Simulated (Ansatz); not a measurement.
Base system: BN in the zinc blende structure (space group F-43m, No. 216).

```yaml
crystal:
  lattice:
    - [0.00000, 1.80443, 1.80443]
    - [1.80443, 0.00000, 1.80443]
    - [1.80443, 1.80443, 0.00000]
  atoms:
    - { symbol: N, position: [0.75000, 0.75000, 0.75000] }
    - { symbol: B, position: [0.00000, 0.00000, 0.00000] }
```

Level of theory: r2SCAN (Ansatz, a first-principles code, PAW, without spin-orbit coupling), earlier PAW set.

Before the change:

| Item | Value |
|---|---|
| Hole mass | 0.48, 0.51, 0.51 mₑ (at Γ) |
| Gap character | indirect, Γ → X |
| Density | 3.51 g/cm³ |
| Electron mass | 0.87 mₑ along k, 0.29 mₑ across (at X) |

Perturbation: Bi takes the place of N on all its sites, then cell and atoms are relaxed.

### Question
What happens to the hole mass?

### Answer
The hole mass (degenerate bands, along [100]) goes from 0.48, 0.51, 0.51 mₑ (at Γ) to 0.024, 0.21, 0.21 mₑ (at Γ).

### Question
How does this affect the gap character?

### Answer
The gap character goes from indirect, Γ → X to direct at Γ.

### Question
Estimate the effect on the density.

### Answer
The density rises by 5.305 g/cm³, from 3.51 g/cm³ to 8.81 g/cm³.

### Question
Predict the new electron mass.

### Answer
The electron mass goes from 0.87 mₑ along k, 0.29 mₑ across (at X) to 0.025 mₑ (at Γ).

With Bi present, leaving out spin-orbit coupling can change the band edges. Effective masses come from finite differences of ±0.01 Å⁻¹. Along k means along the line from Γ to the band edge. No phonon test of stability was made. As relaxed here, BiB is a hypothetical phase, not in the database extracts checked.
